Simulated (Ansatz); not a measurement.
Consider the following.

```yaml
crystal:
  lattice:
    - [5.11799, 0.00000, -0.00830]
    - [0.00000, 5.18226, 0.00000]
    - [-0.88873, 0.00000, 5.22487]
  atoms:
    - { symbol: Hf, position: [0.27669, 0.45669, 0.70820] }
    - { symbol: Hf, position: [0.72331, 0.54331, 0.29180] }
    - { symbol: Hf, position: [0.72331, 0.95669, 0.79180] }
    - { symbol: Hf, position: [0.27669, 0.04331, 0.20820] }
    - { symbol: O, position: [0.44837, 0.74238, 0.97859] }
    - { symbol: O, position: [0.55163, 0.25762, 0.02141] }
    - { symbol: O, position: [0.55163, 0.24238, 0.52141] }
    - { symbol: O, position: [0.44837, 0.75762, 0.47859] }
    - { symbol: O, position: [0.06876, 0.33257, 0.34512] }
    - { symbol: O, position: [0.93124, 0.66743, 0.65488] }
    - { symbol: O, position: [0.93124, 0.83257, 0.15488] }
    - { symbol: O, position: [0.06876, 0.16743, 0.84512] }
```

The numbers are results of PBEsol, rigid bands (plane waves, PAW, scalar-relativistic; Ansatz, an electronic-structure program), not measurements. Condition of this run: hydrostatic pressure -2 GPa (the target of the relaxation). Geometry: cell and atoms relaxed with PBEsol, then loaded as said.

Question: What conductivity effective mass do dilute electrons have at 300 K?

Answer: 1.20 (x), 1.23 (y), 3.0 (z) mₑ.

Question: Predict the hole conductivity mass (n e² τ/σ) at 300 K, by direction if it differs.

Answer: 12.9 (x), 1.51 (y), 2.1 (z) mₑ.

Question: And the band gap?

Answer: 3.96 eV at this level; semilocal functionals usually fall short of the measured gap.

Rigid bands, one relaxation time for all states, no polarons. Spin-orbit coupling is left out; where it splits the top of the valence band it changes the hole mass and lowers the gap by about a third of the splitting.
